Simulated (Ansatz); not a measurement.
Pair distribution function (O-Sn) of SnO2 (rutile type), cell Sn24O48, with the crystal as the starting point [in the run: it stayed crystalline; mean temperature 1188 K (target 1180 K); density 6.42 g/cm³, volume +9 % from the start crystal's; under uneven stress (diagonal components 1.7 GPa apart); cell edges +4, +2, +3 % from the start crystal's; Γ point only, which a denser mesh shifts by -0.6 GPa in pressure and 0.07 eV/Å in forces], from MD at 1188 K. Method: PBE (plane waves, PAW; Ansatz, a first-principles code). Volume per atom 13.00 Å³, mean pressure 0.1 GPa. 

(r (Å), g(r)): (1.30, 0.00); (1.34, 0.00); (1.38, 0.00); (1.42, 0.00); (1.46, 0.00); (1.50, 0.00); (1.54, 0.00); (1.58, 0.00); (1.62, 0.00); (1.66, 0.00); (1.70, 0.00); (1.74, 0.00); (1.78, 0.00); (1.82, 0.03); (1.86, 0.16); (1.90, 0.70); (1.94, 2.10); (1.98, 4.12); (2.02, 6.10); (2.06, 7.37); (2.10, 7.69); (2.14, 6.95); (2.18, 5.54); (2.22, 4.06); (2.26, 2.90); (2.30, 1.87); (2.34, 1.05); (2.38, 0.61); (2.42, 0.29); (2.46, 0.14); (2.50, 0.07); (2.54, 0.04); (2.58, 0.01); (2.62, 0.01); (2.66, 0.00); (2.70, 0.00); (2.74, 0.00); (2.78, 0.00); (2.82, 0.00); (2.86, 0.00); (2.90, 0.00); (2.94, 0.00); (2.98, 0.00); (3.02, 0.01); (3.06, 0.01); (3.10, 0.02); (3.14, 0.03); (3.18, 0.04); (3.22, 0.08); (3.26, 0.12); (3.30, 0.16); (3.34, 0.23); (3.38, 0.31); (3.42, 0.40); (3.46, 0.54); (3.50, 0.64); (3.54, 0.79); (3.58, 0.86); (3.62, 1.03); (3.66, 1.18); (3.70, 1.38); (3.74, 1.49); (3.78, 1.56); (3.82, 1.67); (3.86, 1.69); (3.90, 1.62); (3.94, 1.65); (3.98, 1.48); (4.02, 1.32); (4.06, 1.31); (4.10, 1.14); (4.14, 1.09); (4.18, 1.16); (4.22, 1.18); (4.26, 1.24); (4.30, 1.25); (4.34, 1.24); (4.38, 1.27); (4.42, 1.25); (4.46, 1.14); (4.50, 1.08); (4.54, 1.02); (4.58, 1.02); (4.62, 1.07); (4.66, 1.12); (4.70, 1.16); (4.74, 1.28); (4.78, 1.41)

Task: State where the first shell ends and the number of neighbours in it.

Result: g is nil from 2.6 to 3.0 Å, so any cut there serves; 3.0 Sn round each O and 6.0 O round each Sn in the shell, from n = 4πρ∫r²g(r)dr.
